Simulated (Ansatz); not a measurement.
**A constructed model of the (111) surface of fcc Al, a pseudomorphic layer of Sn in the other hollow (bottom of the slab: a bare face, its two planes held)**

These are PBE (plane waves to 420 eV, PAW; Ansatz, an electronic-structure program) values and carry that method's errors.

Slab: 7 atoms, 13.8 Å thick at the start with caps and adatoms (thin: gaps and levels are the slab's own); k 15x15x1, smearing 0.1 eV, dipole-corrected; 2 atoms held, the rest relaxed; symmetry of the start imposed; no spin, no spin-orbit, no U. In PBE it lies 0.02 eV a 1x1 cell over the lowest computed structure of the same composition (a pseudomorphic layer of Sn in the host's stacking).

| Quantity | Value |
|---|---|
| work function of the top face | 3.91 eV |
| energy released by relaxation | 0.57 eV |
| cost | around 100 core-seconds (rough) |
